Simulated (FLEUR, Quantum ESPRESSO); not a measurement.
A FLEUR input for a self-consistent single point of PbO₂ (P4_2/mnm, 6 atoms in the cell) (DFT, PBEsol, all-electron FLAPW (FLEUR), scalar-relativistic valence):

Input of the input generator:

```
PbO2 crystal
&input film=f /
9.2371097985 0.0000000000 0.0000000000
0.0000000000 9.2371097985 0.0000000000
0.0000000000 0.0000000000 6.3042151689
1.0
1.0 1.0 1.0

6
82 -0.0000000000 -0.0000000000 -0.0000000000
82 0.5000000000 0.5000000000 0.5000000000
8 0.3074300000 0.3074300000 -0.0000000000
8 0.6925700000 0.6925700000 0.0000000000
8 0.1925700000 0.8074300000 0.5000000000
8 0.8074300000 0.1925700000 0.5000000000

&comp jspins=1 /
&exco xctyp='PBEs' /
&kpt div1=6 div2=6 div3=8 gamma=t /
&end /
```

```xml
<?xml version="1.0" encoding="UTF-8" standalone="no"?>
<fleurInput fleurInputVersion="0.39">
   <comment>
      PbO2 crystal                                                                                        
   </comment>
   <calculationSetup>
      <cutoffs Kmax="4.5" Gmax="13.5" GmaxXC="13.5" numbands="0"/>
      <scfLoop itmax="100" minDistance="0.00001" maxIterBroyd="25" imix="Anderson" alpha="0.05" precondParam="0.0" spinf="2.0"/>
      <coreElectrons ctail="T" frcor="F" kcrel="0" coretail_lmax="0"/>
      <xcFunctional name="PBEs" relativisticCorrections="F"/>
      <magnetism jspins="1"/>
      <soc l_soc="F" theta="0.0" phi="0.0" spav="F"/>
      <expertModes spex="0" secvar="F"/>
      <geometryOptimization l_f="T" forcealpha="1.0" forcemix="BFGS" epsdisp="0.00001" epsforce="0.00001"/>
      <ldaU l_linMix="F" mixParam="0.05" spinf="1.0"/>
   </calculationSetup>
   <cell>
      <bzIntegration valenceElectrons="52.0" mode="gauss" fermiSmearingEnergy="0.00499791">
         <kPointListSelection listName="default-1"/>
         <!-- k-points included here -->
         <xi:include xmlns:xi="http://www.w3.org/2001/XInclude" href="kpts.xml"> </xi:include>
      </bzIntegration>
      <!-- symmetry operations included here -->
      <xi:include xmlns:xi="http://www.w3.org/2001/XInclude" href="sym.xml"> </xi:include>
      <bulkLattice scale="1.0">
         <bravaisMatrix>
            <row-1>    9.2371097985000006     0.0000000000000000     0.0000000000000000</row-1>
            <row-2>    0.0000000000000000     9.2371097985000006     0.0000000000000000</row-2>
            <row-3>    0.0000000000000000     0.0000000000000000     6.3042151688999999</row-3>
         </bravaisMatrix>
      </bulkLattice>
   </cell>
   <atomSpecies>
      <species name="Lead (Pb)" element="Pb" atomicNumber="82">
         <mtSphere radius="2.40" gridPoints="827" logIncrement="0.016"/>
         <atomicCutoffs lmax="10" lnonsphr="8"/>
         <electronConfig flipSpins="F">
            <coreConfig>(1s1/2) (2s1/2) (2p1/2) (2p3/2) (3s1/2) (3p1/2) (3p3/2) (4s1/2) (3d3/2) (3d5/2) (4p1/2) (4p3/2) (5s1/2) (4d3/2) (4d5/2) (4f5/2) (4f7/2) (5p1/2) (5p3/2)</coreConfig>
            <valenceConfig>(6s1/2) (5d3/2) (5d5/2) (6p1/2) (6p3/2)</valenceConfig>
            <stateOccupation state="(6p1/2)" spinUp="0.3333333333333" spinDown="0.3333333333333"/>
            <stateOccupation state="(6p3/2)" spinUp="0.6666666666667" spinDown="0.6666666666667"/>
         </electronConfig>
         <energyParameters s="6" p="6" d="6" f="5"/>
         <lo type="SCLO" l="2" n="5" eDeriv="0"/>
      </species>
      <species name="Oxygen (O)" element="O" atomicNumber="8">
         <mtSphere radius="1.35" gridPoints="467" logIncrement="0.023"/>
         <atomicCutoffs lmax="6" lnonsphr="4"/>
         <electronConfig flipSpins="F">
            <coreConfig>(1s1/2)</coreConfig>
            <valenceConfig>(2s1/2) (2p1/2) (2p3/2)</valenceConfig>
            <stateOccupation state="(2p1/2)" spinUp="0.6666666666667" spinDown="0.6666666666667"/>
            <stateOccupation state="(2p3/2)" spinUp="1.3333333333333" spinDown="1.3333333333333"/>
         </electronConfig>
         <energyParameters s="2" p="2" d="3" f="4"/>
      </species>
   </atomSpecies>
   <atomGroups>
      <atomGroup species="Lead (Pb)">
         <relPos label="                   1">.0000000000 .0000000000 .0000000000</relPos>
         <relPos label="                   2">1.000/2.000 1.000/2.000 1.000/2.000</relPos>
         <force calculate="T" relaxXYZ="TTT"/>
      </atomGroup>
      <atomGroup species="Oxygen (O)">
         <relPos label="                   3">.3074300000 .3074300000 .0000000000</relPos>
         <relPos label="                   4">-.3074300000 -.3074300000 .0000000000</relPos>
         <relPos label="                   5">.1925700000 -.1925700000 1.000/2.000</relPos>
         <relPos label="                   6">-.1925700000 .1925700000 1.000/2.000</relPos>
         <force calculate="T" relaxXYZ="TTT"/>
      </atomGroup>
   </atomGroups>
   <output dos="F" band="F" slice="F">
      <checks vchk="F" cdinf="F"/>
      <bandDOS minEnergy="-.5*Htr" maxEnergy="0.5*Htr" sigma="0.015" storeEVData="T"/>
      <vacuumDOS vacdos="F" integ="F" star="F" nstars="0" locx1="0.0" locy1="0.0" locx2="0.0" locy2="0.0" nstm="0" tworkf="0.0"/>
      <unfoldingBand unfoldBand="F" supercellX="1" supercellY="1" supercellZ="1"/>
      <plotting iplot="0" polar="F">
         <plot TwoD="T" vec1="  1.0  0.0  0.0" vec2="  0.0  1.0  0.0" vec3="  0.0  0.0  1.0" zero="  0.0  0.0  0.0" file="plot"/>
      </plotting>
      <chargeDensitySlicing numkpt="0" minEigenval="0.0" maxEigenval="0.0" nnne="0" pallst="F"/>
      <specialOutput eonly="F"/>
      <magneticCircularDichroism mcd="F" energyLo="-10.0" energyUp="0.0"/>
   </output>
  <!-- We include the file relax.xml here to enable relaxations (see documentation) -->
  <xi:include xmlns:xi="http://www.w3.org/2001/XInclude" href="relax.xml"> <xi:fallback/> </xi:include>
</fleurInput>
```

Q: Write the same calculation as an input for Quantum ESPRESSO.

A: One input that does it (others would too):

```fortran
&control
    calculation = 'scf'
    prefix = 'scf'
    outdir = './tmp'
    pseudo_dir = './'
    tprnfor = .true.
    tstress = .true.
/
&system
    ibrav = 0
    nat = 6
    ntyp = 2
    ecutwfc = 40
    ecutrho = 200
    occupations = 'smearing'
    smearing = 'gauss'
    degauss = 0.0099958
/
&electrons
    conv_thr = 1.0e-11
/
ATOMIC_SPECIES
Pb   207.2000  pb_pbesol_v1.uspp.F.UPF
O     15.9990  o_pbesol_v1.2.uspp.F.UPF
CELL_PARAMETERS angstrom
   4.8880680000     0.0000000000     0.0000000000
   0.0000000000     4.8880680000     0.0000000000
   0.0000000000     0.0000000000     3.3360470000
ATOMIC_POSITIONS crystal
Pb    0.0000000000    0.0000000000    0.0000000000
Pb    0.5000000000    0.5000000000    0.5000000000
O     0.3074300000    0.3074300000    0.0000000000
O     0.6925700000    0.6925700000    0.0000000000
O     0.1925700000    0.8074300000    0.5000000000
O     0.8074300000    0.1925700000    0.5000000000
K_POINTS automatic
6 6 8  0 0 0
```

Basis, cutoffs, solver keys and any potentials are the target program's own. This input uses DFT, PBEsol, plane waves, GBRV 1.5 ultrasoft (PBESOL) pseudopotentials.

The starting cell comes from a database of computed structures (which also holds hypothetical and non-ambient phases and stackings), without a prior relaxation at this level. Its lattice was rescaled by a random factor within 2.5 % of one.
